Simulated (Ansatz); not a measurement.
# BAs under a change: As → Br

Consider BAs in the zinc blende structure (space group F-43m, No. 216; a = 4.784 Å).

Now apply this change: full substitution As → Br, then cell and atoms are relaxed.

Method: Ansatz (a quantum-chemistry and plane-wave program) r2SCAN, spin-orbit coupling left out. k-mesh 9×9×9 (Γ-centred); smearing 0.05 eV (Fermi–Dirac), for the changed cell.

| quantity | base | changed | shift |
|---|---|---|---|
| density | 5.20 g/cm³ | 2.67 g/cm³ | -2.53 g/cm³ |
| lattice parameter a | 4.784 Å | 6.085 Å | +1.301 Å |
| space group | F-43m (No. 216) | F-43m (No. 216) | – |
| shortest interatomic distance | 2.071 Å | 2.635 Å | +0.564 Å |
| band gap | 1.38 eV | 1.07 eV | -0.31 eV |
| gap character | indirect, Γ → Γ–X (76 % along) | indirect, W → X | – |
| width of the top valence band | 5.41 eV | 2.99 eV | -2.42 eV |
| hole mass | – | 0.65 mₑ (at W) | – |

Effective masses come from finite differences of ±0.01 Å⁻¹. Whether these cells are dynamically stable was not tested. As relaxed here, BBr is a hypothetical phase, not in the database extracts checked.
